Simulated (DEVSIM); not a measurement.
## abrupt Ge p-n junction

Structure: abrupt Ge p-n junction, at 300 K.

| layer (left to right) | material | thickness (μm) | Nd (cm⁻³) | Na (cm⁻³) | τn (s) | τp (s) |
|---|---|---|---|---|---|---|
| 1 | Ge | 89.0 | - | 1.6e17 | 4.5e-6 | 4.5e-6 |
| 2 | Ge | 850 | 1.5e15 | - | 4.5e-6 | 4.5e-6 |

Left contact: ohmic. Right contact: ohmic. Voltage is applied to the left contact. Recombination: SRH at mid-gap. Mobility is constant in doping.

This is a model device: material constants are rounded textbook-type values typed into the input, and sizes, dopings and lifetimes were drawn at random. Values at 300 K.

```tsv
parameter	Ge
gap (eV)	0.664
affinity (eV)	4
permittivity	16
Nc (cm⁻³)	1.04e19
Nv (cm⁻³)	6e18
μn (cm²/Vs)	3900
μp (cm²/Vs)	1900
```

Simulated with DEVSIM: 1D drift-diffusion, Boltzmann statistics, complete ionisation; no tunnelling, impact ionisation, image-force lowering or self-heating.

```json
{
 "potential_step_across_the_device_at_zero_bias": "0.342 V",
 "largest_field_in_the_device_at_zero_bias": "20000 V/cm",
 "Dark forward voltage at 1 A/cm²": "0.302 V"
}
```

Small-signal capacitance in reverse bias (quasi-static):

| V (V) | C (nF/cm²) |
|---|---|
| -0.4 | 16.0 |
| -1 | 11.5 |
| -2 | 8.60 |
| -3 | 7.17 |
| -4 | 6.27 |
| -6 | 5.18 |
| -8 | 4.51 |
| -10 | 4.05 |
| -13 | 3.56 |
| -16 | 3.22 |
| -20 | 2.88 |

Dark forward current:

(V (V), J (A/cm²)): (0.05, 0.00094); (0.15, 0.044); (0.20, 0.18); (0.30, 0.97); (0.40, 2.7); (0.45, 4.0); (0.55, 8.0); (0.65, 14); (0.75, 23); (0.80, 28); (0.90, 40); (1.00, 55); (1.05, 63); (1.15, 82)
